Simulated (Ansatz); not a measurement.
In a (14,0) GaN nanotube, the lowest empty band has its minimum at Γ and lies 0.020 eV higher 0.0354 Å⁻¹ away along the axis.

These are PBE (plane waves to 420 eV, PAW; Ansatz, a program for electronic structure) values and carry that method's errors. Mesh 1×1×6. No spin polarisation. Isolated but for its images some 11 Å away. A hypothetical model, rolled from the flat sheet. Symmetry and one short period hold its shape; lower forms weren't sought.

Q: Estimate the electron mass along the axis.

A: For a parabola ΔE = ħ²Δk²/2m, and ħ²/2mₑ = 3.810 eV Å². So m/mₑ = 3.810 × 0.0354²/0.020 = 0.24. The curvature over a step a third as long gives 0.23; the band is close to a parabola here.
